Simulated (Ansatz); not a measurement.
Response to strain in HfC

The reference is HfC in the rock salt structure (space group Fm-3m, No. 225; relaxed with 0.1 eV smearing).

```
CELL_PARAMETERS angstrom
      0.00000     2.30353     2.30353
      2.30353     0.00000     2.30353
      2.30353     2.30353     0.00000
ATOMIC_POSITIONS crystal
  Hf 0.00000 0.00000 0.00000
  C  0.50000 0.50000 0.50000
```

Cartesian axes are those of the cell as printed.

Strains are applied to the cell and any free atomic positions relax; under biaxial strain the out-of-plane vector relaxes too.

The values are results of Ansatz (a quantum-chemistry and plane-wave program), PBEsol, PAW, cutoff 420 eV, no spin-orbit coupling, not measurements.

Notes on the quantities. energy relative to the base: free energy F.

| biaxial strain, plane normal [001], relaxed out of plane (%) | energy relative to the base (meV/atom) |
|---|---|
| 0 | 0.0 |
| 0.5 | 1.1 |
| 1.5 | ? |
| 2 | 17.2 |
| 2.5 | 26.4 |
| 3 | 37.4 |

Question: Fit ΔE = Aε² + Bε³ (ε in %) to the rows shown and predict the withheld row.

Answer: Least squares on the printed values gives A = 4.58 and B = -0.14 meV/atom (largest residual 0.0 meV/atom); this predicts 9.8 meV/atom, and the run gives 9.8 meV/atom, in agreement.

Stability against distortions was not tested. The final runs are not spin-polarised.
